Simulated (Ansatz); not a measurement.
# Mg2Ge: isotropic strain +2.50 %

The reference is Mg2Ge in the anti-fluorite structure (space group Fm-3m, No. 225; a = 6.421 Å).

Perturbation: an isotropic linear strain of +2.50 %; the atoms relax in the strained cell.

Calculations: plane-wave PAW DFT at the PBE level (Ansatz, a program for electronic structure, 420 eV), no SOC. Settings: 9×9×9 k-points, 0.05 eV Fermi–Dirac smearing.

```tsv
quantity	base	changed	shift
volume per atom	22.06 Å³	23.76 Å³	+1.70 Å³
space group	Fm-3m (No. 225)	Fm-3m (No. 225)	–
shortest interatomic distance	2.780 Å	2.850 Å	+0.070 Å
energy relative to the base (free energy F)	0 meV/atom	+18 meV/atom	+18 meV/atom
band gap	0.17 eV	0.23 eV	+0.06 eV
gap character	indirect, Γ → X	indirect, Γ → X	–
smallest direct gap	0.95 eV	0.55 eV	-0.40 eV
mean gap deformation potential ΔEg/Δln V	–	+0.8 eV	–
electron mass	0.55 mₑ along k, 0.19 mₑ across (at X)	0.55 mₑ along k, 0.19 mₑ across (at X)	–
hole mass (degenerate bands, along [100])	0.071, 0.35, 0.35 mₑ (at Γ)	0.044, 0.34, 0.34 mₑ (at Γ)	–
valley order (the lowest conduction-band minima on the path, energy above the VBM, named in the base's zone)	X along ⟨100⟩ 0.17 eV; L along ⟨111⟩ 0.94 eV; Γ 0.95 eV	X along ⟨100⟩ 0.23 eV; Γ 0.55 eV; L along ⟨111⟩ 0.64 eV	–
```

Final structure:

```yaml
crystal:
  lattice:
    - [0.00000, 3.29089, 3.29089]
    - [3.29089, 0.00000, 3.29089]
    - [3.29089, 3.29089, 0.00000]
  atoms:
    - { symbol: Mg, position: [0.25000, 0.25000, 0.25000] }
    - { symbol: Mg, position: [0.75000, 0.75000, 0.75000] }
    - { symbol: Ge, position: [0.00000, 0.00000, 0.00000] }
```

Masses are band curvatures over ±0.01 Å⁻¹ around the edge. Along k means along the line from Γ to the band edge. No phonon test of stability was made. A zero or small gap of Mg2Ge can be the functional's error rather than a property of the material.
